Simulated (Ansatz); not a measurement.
This Ansatz (a program for electronic structure) input is the reference run, CuI in the zinc blende structure (space group F-43m, No. 216), computed with LDA (Ansatz), no spin-orbit coupling:

Ansatz 0.2 input:
```yaml
crystal:
  lattice:
    - [0, 2.93094078, 2.93094078]
    - [2.93094078, 0, 2.93094078]
    - [2.93094078, 2.93094078, 0]
  atoms:
    - { symbol: Cu, position: [0, 0, 0] }
    - { symbol: I, position: [0.25, 0.25, 0.25] }
basis: { ecutwfc: 420, ecutrho_ratio: 4, xc_grid: 2, fft_grid_basis: typed }
kpoints: { mp_grid: { grid: [10, 10, 10] } }
hamiltonian:
  xc: lda
  dispersion: none
  pseudopotentials: { kind: paw }
scf: { occupations: { method: fermi_dirac, width: 0.05 }, convergence: { dr2_threshold: 0.0000000002 } }
output: { forces: true, stress: true }
checkpoint: { write: state.ck, write_every: 1000 }
```

Question: Write the input for this change: tensor shear ε_xy = +0.29 % (engineering shear γ = 0.0058); the atoms relax in the strained cell.

Answer: 
Ansatz 0.2 input:
```yaml
crystal:
  lattice:
    - [0.0084997283, 2.93094078, 2.93094078]
    - [2.93094078, 0.0084997283, 2.93094078]
    - [2.9394405083, 2.9394405083, 0]
  atoms:
    - { symbol: Cu, position: [0, 0, 0] }
    - { symbol: I, position: [0.25, 0.25, 0.25] }
basis: { ecutwfc: 420, ecutrho_ratio: 4, xc_grid: 2, fft_grid_basis: typed }
kpoints: { mp_grid: { grid: [10, 10, 10] } }
hamiltonian:
  xc: lda
  dispersion: none
  pseudopotentials: { kind: paw }
scf: { occupations: { method: fermi_dirac, width: 0.05 }, convergence: { dr2_threshold: 0.0000000002 } }
relax: { f_tol: 0.005, max_steps: 50 }
output: { forces: true, stress: true }
checkpoint: { write: state.ck, write_every: 1000 }
```
This is the input that was run.

Stability against distortions was not tested. The final runs are not spin-polarised.
